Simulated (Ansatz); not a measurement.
## Response to strain in HfN

Consider HfN in the rock salt structure (space group Fm-3m, No. 225; a = 4.5018 Å; relaxed with 0.1 eV smearing). Axes: x, y, z lie along the cube axes.

Strains are applied to the cell and any free atomic positions relax; under biaxial strain the out-of-plane vector relaxes too; under stress the whole cell relaxes.

The values are results of Ansatz (a quantum-chemistry and plane-wave program), PBEsol, PAW, cutoff 420 eV, no spin-orbit coupling, not measurements.

Notes on the quantities. energy relative to the base: free energy F.

```json
[
 {"change": "base", "volume per atom": "11.40 Å³", "energy relative to the base": "0 meV/atom"},
 {"change": "biaxial strain +1.01 %, plane normal [110], relaxed out of plane", "volume per atom": "11.55 Å³", "energy relative to the base": "+3.9 meV/atom"},
 {"change": "isotropic strain −3.79 %", "volume per atom": "10.16 Å³", "energy relative to the base": "+148 meV/atom"},
 {"change": "isotropic strain +1.35 %", "volume per atom": "11.87 Å³", "energy relative to the base": "+16 meV/atom"},
 {"change": "isotropic strain +2.68 %", "volume per atom": "12.35 Å³", "energy relative to the base": "+60 meV/atom"},
 {"change": "uniaxial strain ε_yy = +1.82 %", "volume per atom": "11.61 Å³", "energy relative to the base": "[?]"},
 {"change": "uniaxial strain ε_zz = +3.38 %", "volume per atom": "11.79 Å³", "energy relative to the base": "+22 meV/atom"},
 {"change": "uniaxial stress, 2 GPa tension along x", "volume per atom": "11.43 Å³", "energy relative to the base": "+0.2 meV/atom"},
 {"change": "uniaxial stress, 1 GPa tension along x", "volume per atom": "11.42 Å³", "energy relative to the base": "+0.1 meV/atom"}
]
```

Some entries are withheld; estimate them.


- uniaxial strain ε_yy = +1.82 %, energy relative to the base: +6.9 meV/atom

A biaxial case was relaxed in a doubled cell and then solved in the primitive one. Stability under load was not tested beyond the relaxation. The final runs are not spin-polarised. An odd electron count without spin: HfN.
